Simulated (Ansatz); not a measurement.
Base system: HfN in the rock salt structure (space group Fm-3m, No. 225; relaxed with 0.1 eV smearing).

```yaml
crystal:
  lattice:
    - [0.00000, 2.23415, 2.23415]
    - [2.23415, 0.00000, 2.23415]
    - [2.23415, 2.23415, 0.00000]
  atoms:
    - { symbol: Hf, position: [0.00000, 0.00000, 0.00000] }
    - { symbol: N, position: [0.50000, 0.50000, 0.50000] }
```

Cartesian axes are those of the cell as printed.

The values are results of LDA, PAW, 420 eV (Ansatz, a first-principles code; no spin-orbit coupling), not measurements.

Strains are applied to the cell and any free atomic positions relax; under biaxial strain the out-of-plane vector relaxes too.

One change was made to it. Results:

```csv
quantity,base,after
energy relative to the base (free energy F),0 meV/atom,+11 meV/atom
shortest interatomic distance,2.234 Å,2.223 Å
```

Name the change that was made.
(A) biaxial strain +2.50 %, plane normal [001], relaxed out of plane
(B) biaxial strain +3.00 %, plane normal [001], relaxed out of plane
(C) biaxial strain +1.50 %, plane normal [001], relaxed out of plane

C, biaxial strain +1.50 %, plane normal [001], relaxed out of plane. For comparison, the energy relative to the base in the other runs: biaxial strain +2.50 %, plane normal [001], relaxed out of plane gives +30 meV/atom; biaxial strain +3.00 %, plane normal [001], relaxed out of plane gives +42 meV/atom.

No phonon test of stability was made. The final runs are not spin-polarised. An odd electron count without spin: HfN.
